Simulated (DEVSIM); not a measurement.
Structure: Ru/HfO2/SiO2/n-Si capacitor, at 250 K.

Layer 1 from the left is HfO2, thickness (nm) 13.0. Layer 2 from the left is SiO2, thickness (nm) 1.20. Layer 3 from the left is Si, thickness (nm) 1500, Nd (cm⁻³) 1.4e17.

Metal gate on the left, work function 4.7 eV. Fixed charge at the semiconductor interface -3.9e10 cm⁻² (in units of +e); no interface traps.

Constants are typed, rounded textbook-type inputs, not results; the design itself was drawn at random and stands for no fabricated device. Values at 300 K; Nc and Nv go as T^1.5, mobilities as T to minus their exponent, the gap by Varshni's rule with the affinity fixed.

HfO2: gap (eV) 5.7, affinity (eV) 2.5, permittivity 22. SiO2: gap (eV) 9, affinity (eV) 0.9, permittivity 3.9. Si: gap (eV) 1.124, affinity (eV) 4.05, permittivity 11.7, Nc (cm⁻³) 2.86e19, Nv (cm⁻³) 3.1e19, Varshni α (eV/K) 0.000473, Varshni β (K) 636.

### Question
Estimate by hand the flat-band voltage, the threshold voltage, and compare with a numerical solution.

### Answer

- Flat-band voltage: C = 0.985 μF/cm², work-function difference 0.541 V; VFB = φms − qNf/C = 0.55 V; numerical 0.55 V.
- Threshold voltage: φF = 0.458 V, depletion charge √(4εqNφF) = 2.06e-7 C/cm²; VT = VFB − 2φF − Qd/C = -0.58 V; numerical -0.58 V.

DEVSIM, 1D Poisson equation in equilibrium, Boltzmann statistics, complete ionisation; no quantum confinement or tunnelling. Metal contacts follow the ideal Schottky-Mott rule: no Fermi-level pinning, no interface dipoles.
